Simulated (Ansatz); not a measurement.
Consider BeTe in the zinc blende structure (space group F-43m, No. 216).

```xyz
2
Lattice="0.0000 2.7771 2.7771 2.7771 0.0000 2.7771 2.7771 2.7771 0.0000" Properties=species:S:1:pos:R:3 pbc="T T T"
Be     0.0000     0.0000     0.0000
Te     1.3886     1.3886     1.3886
```

Cartesian axes are those of the cell as printed.

Method: Kohn–Sham DFT with the LDA functional, run in Ansatz (an electronic-structure program) with PAW and 420 eV plane waves, no spin-orbit coupling.

One thing is altered: a pure shear with ε_xy = ε_yx = 0.0057; the atoms relax in the strained cell.

Problem. Predict the stress tensor and what it implies for the stiffness.

Solution. Stress of the strained cell less that of the base (GPa, compression positive):
```
   0.01   -0.61    0.00
  -0.61    0.01    0.00
   0.00    0.00    0.00
```

Then −Δσ/γ with γ = 2ε = 0.0114 gives relaxed-ion elastic constants: C66 ≈ 53 GPa.

No phonon test of stability was made.
